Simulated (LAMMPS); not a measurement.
Molecular dynamics of ZnSe (zinc blende) with 50 % of Se sites S, 4096 atoms, at 1330 K and 0 GPa, heated as the crystal.

Model: classical MD, pair style sw, file CdTeZnSeHgS0.sw, run in LAMMPS.

**Question.** Estimate the state found, the mean frequency of the vibrational (phonon) density of states, the first peak of g(r), S-Zn for this model.

**Answer.** state found: crystal; no diffusion seen in 30 ps; mean frequency of the vibrational (phonon) density of states: 7.1 THz; first peak of g(r), S-Zn: 2.38 Å, height 9.3.

Caution: the random arrangement on this lattice is imposed, and need not be a phase that exists in equilibrium. Caution: a run this short can hold a crystal over, or a liquid under, the potential's own melting point, which these runs don't give.
